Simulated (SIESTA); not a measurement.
Band structure of ZnHg₃ (Fm-3m, 4 atoms in the cell).

```
ZnHg3
1.0
    0.00000     3.67772     3.67772
    3.67772     0.00000     3.67772
    3.67772     3.67772     0.00000
Zn Hg
1 3
Direct
  0.00000   0.00000   0.00000
  0.25000   0.25000   0.25000
  0.75000   0.75000   0.75000
  0.50000   0.50000   0.50000
```

Computed with SIESTA 5.4.2 with GGA PBEsol, numerical atomic orbitals DZP, PseudoDojo PBEsol standard norm-conserving potentials (rewritten from UPF to PSML).

Settings: XC.functional = GGA; XC.authors = PBEsol; potentials = PseudoDojo PBEsol standard; PAO.BasisSize = DZP; PAO.EnergyShift = 0.005 Ry; MeshCutoff = 400 Ry; kgrid.MonkhorstPack = 8 8 8; OccupationFunction = MP; OccupationMPOrder = 0; ElectronicTemperature = 2320.9 K; MaxSCFIterations = 150; SCF.Mixer.Method = Broyden; SCF.Mixer.Weight = 0.2; SCF.Mixer.History = 8.

The starting cell comes from a database of computed structures (which also holds hypothetical and non-ambient phases and stackings), without a prior relaxation at this level. Its lattice was rescaled by a random factor within 2.5 % of one. Spin-orbit coupling is off. Values carry the incompleteness of an atom-centred basis.

Levels in eV from the Fermi level, bands 37 to 42:
| point | 37 | 38 | 39 | 40 | 41 | 42 |
|---|---|---|---|---|---|---|
| Γ | -6.23 | -0.13 | -0.01 | 3.16 | 3.16 | 3.16 |
| X | -4.58 | -4.53 | -1.47 | -1.16 | -1.16 | -0.82 |
| W | -3.83 | -3.79 | -3.79 | -3.26 | 2.86 | 2.86 |
| K | -4.21 | -4.17 | -3.89 | -0.93 | -0.56 | 2.58 |
| L | -5.25 | -5.09 | 0.00 | 0.03 | 2.01 | 2.01 |
| U | -4.21 | -4.17 | -3.89 | -0.93 | -0.56 | 2.58 |

Bands cross the Fermi level along this path, so the cell is metallic at this level.

Higher empty bands are left out: an atom-centred basis made for the valence describes them poorly.
